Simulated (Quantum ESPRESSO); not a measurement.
Quantum ESPRESSO run on Zr5S8 (F-43m, 13 atoms in the cell): self-consistent single point.

Level of theory: PBEsol+U, PseudoDojo standard norm-conserving (PBESOL) pseudopotentials (plane waves; Quantum ESPRESSO).

```
Zr5S8
1.0
   -5.29598     0.00000     5.29598
    0.00000     5.29598     5.29598
   -5.29598     5.29598     0.00000
Zr S
5 8
Direct
  0.35921   0.35921   0.92237
  0.35921   0.92237   0.35921
  0.35921   0.35921   0.35921
  0.92237   0.35921   0.35921
  0.75000   0.75000   0.75000
  0.61583   0.61583   0.15251
  0.61583   0.15251   0.61583
  0.61583   0.61583   0.61583
  0.15251   0.61583   0.61583
  0.12079   0.12079   0.63763
  0.12079   0.63763   0.12079
  0.12079   0.12079   0.12079
  0.63763   0.12079   0.12079
```

Reference input (self-consistent single point, DFT, PBEsol, plane waves, PseudoDojo standard norm-conserving (PBESOL) pseudopotentials): ecutwfc = 70 Ry; occupations = smearing; smearing = cold; degauss = 0.0036749 Ry; potentials = {Zr: Zr.upf, S: S.upf}; K_POINTS = automatic 7 7 7 0 0 0; conv_thr = 1e-11 Ry; mixing_beta = 0.5. This run's input differs from it in these lines:

```diff
@@ -41,2 +41,4 @@
 7 7 7  0 0 0
+HUBBARD {ortho-atomic}
+U Zr-4d 3
```

Log, with long lists cut:

```
     Self-consistent Calculation

     iteration #  1     ecut=    70.00 Ry     beta= 0.50

     =================== HUBBARD OCCUPATIONS ===================
     ------------------------ ATOM    1 ------------------------
     Tr[ns(  1)] =   2.47819
     eigenvalues:
       0.222  0.222  0.249  0.249  0.298
   [... 4 blocks of this kind left out ...]

     Number of occupied Hubbard levels =   11.4748

     total energy              =    -682.16313423 Ry
     estimated scf accuracy    <       1.19965364 Ry

     iteration #  2     ecut=    70.00 Ry     beta= 0.50

     total energy              =    -681.99653512 Ry
     estimated scf accuracy    <       2.99055003 Ry

     iteration #  3     ecut=    70.00 Ry     beta= 0.50

     total energy              =    -682.53721361 Ry
     estimated scf accuracy    <       0.62491690 Ry

   [... 12 blocks of this kind left out ...]

     iteration # 16     ecut=    70.00 Ry     beta= 0.50

     total energy              =    -682.58211547 Ry
     estimated scf accuracy    <          1.2E-11 Ry

     iteration # 17     ecut=    70.00 Ry     beta= 0.50
     End of self-consistent calculation

     =================== HUBBARD OCCUPATIONS ===================
     ------------------------ ATOM    1 ------------------------
     Tr[ns(  1)] =   2.77366
     eigenvalues:
       0.237  0.237  0.300  0.300  0.314

     Number of occupied Hubbard levels =   13.5525

     the Fermi energy is     9.3295 ev

!    total energy              =    -682.58211547 Ry
     estimated scf accuracy    <          9.4E-13 Ry
     smearing contrib. (-TS)   =      -0.00036305 Ry
     internal energy E=F+TS    =    -682.58175242 Ry

     Hubbard energy            =       1.08302590 Ry

     convergence has been achieved in  17 iterations

     Forces acting on atoms (cartesian axes, Ry/au):

     atom    1 type  1   force =     0.00114575   -0.00114575    0.00114575
   [... lines left out ...]

     Total force =     0.015294     Total SCF correction =     0.000001

          total   stress  (Ry/bohr**3)                   (kbar)     P=      -18.42
  -0.00012523  -0.00000000   0.00000000          -18.42       -0.00        0.00
  -0.00000000  -0.00012523  -0.00000000           -0.00      -18.42       -0.00
   0.00000000  -0.00000000  -0.00012523            0.00       -0.00      -18.42

   JOB DONE.
```

The run converged in 17 iterations. Against the reference run the pressure goes from -4.12 to -1.84 GPa and the largest force goes from 0.407 to 0.158 eV/Å.

The starting cell comes from a database of computed structures (which also holds hypothetical and non-ambient phases and stackings), without a prior relaxation at this level. Spin polarisation is off. The U value is a test value, and with U on an open shell several self-consistent states can exist.

Cost on one core of a shared machine: roughly 20 min.
